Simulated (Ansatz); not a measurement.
**Carrier properties of GaAlAs2 (R3m)**

Data:

```
AlGaAs2
1.0
    2.00415     1.15709     6.54319
   -2.00415     1.15709     6.54319
    0.00000    -2.31419     6.54319
Al Ga As
1 1 2
Direct
  0.99975   0.99975   0.99975
  0.50015   0.50015   0.50015
  0.12499   0.12499   0.12499
  0.62512   0.62512   0.62512
```

Computed with PBEsol, rigid bands (plane waves, PAW, scalar-relativistic; Ansatz, an electronic-structure program). Geometry: cell and atoms relaxed with PBEsol.

```json
{
 "band_gap": "0.82 eV",
 "electron conductivity mass (300 K, dilute)": "0.063 (x), 0.063 (y), 0.099 (z) mₑ",
 "effective density of states N_c (300 K)": "4.5e17 cm⁻³",
 "density_of_states_mass_electrons": "0.069 mₑ",
 "Seebeck coefficient, n-type 1e19 cm⁻³, 300 K": "-51 μV/K"
}
```

Rigid bands; masses and Seebeck coefficients take one relaxation time τ for all states and one kind of carrier; polarons and phonon drag are left out. Spin-orbit coupling is left out.

Computed structure, not matched to a measured one here, so possibly hypothetical: GaAlAs2 (R3m).
